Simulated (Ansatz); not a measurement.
Bond-angle distributions (per cent of the angles at each element, bins of 10°) of a relaxed model of amorphous Si24O51Al2 at 2.24 g/cm³. All values below come from PBE, scalar-relativistic without spin-orbit coupling (plane waves to 420 eV, PAW; Ansatz, a first-principles code).

It comes from a melt-quench run on a machine-learned potential (CHGNet), relaxed afterwards by DFT. O atoms were pushed apart under 1.9 Å during the dynamics, to hinder bonds among them. The hot cell started wider than the set density and was brought back towards it in steps. It is the lowest in DFT energy of 2 quenches. It is a model cell: composition and starting density were chosen by hand, and all elements were melted together. No dispersion term was used. Its density started from a set value of 2.24 and ended at 2.24 g/cm³. The simulated quench (nominally 400 K/ps over its main leg) is rapid and tends to freeze in more defects than a deposited or slowly cooled glass has. One small periodic cell is one sample of the glass; other quenches scatter about these values. The volume was held where the preparation left it and the shape relaxed, at a PBE pressure of 1.4 GPa. Stress components on the final sampling reach 1.9 GPa. Cycles of charging lowered its energy after that relaxation.

Neighbours within Si-Si 2.60 Å, Si-O 1.92 Å, Si-Al 2.55 Å, O-O 1.58 Å, O-Al 2.24 Å, Al-Al 2.66 Å count as bonded. Two cations that share two anions don't count as bonded, nor two that share one unless they lie closer than Si-Si 2.38 Å, Si-Al 2.48 Å, Al-Al 2.59 Å.

```csv
angle (°),at Si,at O
50-60,0,0
60-70,0,0
70-80,0,0
80-90,0,0
90-100,0,0
100-110,53,2
110-120,44,9
120-130,3,34
130-140,0,26
140-150,0,13
150-160,0,8
160-170,0,6
170-180,0,2
```

They go with these counts of neighbours within the cut-offs, cation contacts included: Si mean 4.0, most often 4; O mean 2.0, most often 2.
